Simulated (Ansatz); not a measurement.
**ZrGe (model structure, started from the rocksalt type, Fm-3m, No. 225, 2 atoms in the cell)**

Method: PBEsol (Ansatz, an electronic-structure program, PAW).

Settings: plane-wave cutoff 500 eV, 12×12×12 k mesh, Fermi–Dirac smearing 0.05 eV, scalar-relativistic PAW data made under PBE.

Cell (relaxed at this level):

```cif
data_GeZr
_chemical_formula_sum 'Ge1 Zr1'
_space_group_name_H-M_alt 'P 1'
_space_group_IT_number 1
_cell_length_a 3.82732
_cell_length_b 3.82732
_cell_length_c 3.82732
_cell_angle_alpha 60.000
_cell_angle_beta 60.000
_cell_angle_gamma 60.000
loop_
_space_group_symop_operation_xyz
  'x, y, z'
loop_
_atom_site_label
_atom_site_type_symbol
_atom_site_fract_x
_atom_site_fract_y
_atom_site_fract_z
_atom_site_occupancy
Ge1 Ge 0.00000 0.00000 0.00000 1
Zr1 Zr 0.50000 0.50000 0.50000 1
```

| Property | Value |
|---|---|
| band gap | none |

Note: the relaxation could raise the start's symmetry but not lower it, so the cell can be a saddle point.

Spin–orbit coupling is not included.

The computed numbers hold no vibrational or temperature effects.

Cost on a shared machine: very roughly 40 core-seconds.

A model structure was made by putting elements into a prototype or built by hand; it is no filed structure, need not be a known phase, and can be a saddle point held by its symmetry.
